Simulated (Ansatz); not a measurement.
The starting structures come from a database of crystals and need not be the phases stable at ambient conditions.

The decay constant κ of evanescent states in the gap governs leakage through a thin film.

Data:

```
Tl2CN2
1.0
    6.70449     0.13717     0.07199
   -1.35354     9.66494    -0.11799
    2.04833     1.11672     4.85602
Tl C N
6 3 6
Cartesian
  7.08601   1.44054   4.04786
  0.31326   9.47829   0.76216
  7.08159   7.68706   4.29853
  0.31768   3.23178   0.51149
  3.93792   7.28584   2.81164
  3.46135   3.63300   1.99838
  6.26704   4.42646   3.73308
  1.13223   6.49238   1.07694
  4.37641   0.62695   2.46401
  5.87514   3.60083   2.90190
  1.52413   7.31800   1.90812
  3.51624   9.84633   3.39234
  3.88303   1.07250   1.41768
  6.68687   5.19210   4.61411
  0.71240   5.72673   0.19591
```

Space group of this cell: P-1. The cell was relaxed by PBE-D3(BJ); by r2SCAN its mean pressure is -1.1 GPa.

Transport runs along the normal of the first two printed cell vectors.

The gap is the functional's own, uncorrected, and κ follows it; spin-orbit coupling is left out. Mid-gap values are interpolated between the computed energies.

Task: Estimate the band gap and the smallest decay constant κ at mid-gap that Ansatz (a program for electronic structure) with r2SCAN returns for this system.

Result: Gap 1.98 eV on a 6×4×6 mesh; κ = 0.211 1/Å, at the zone centre.
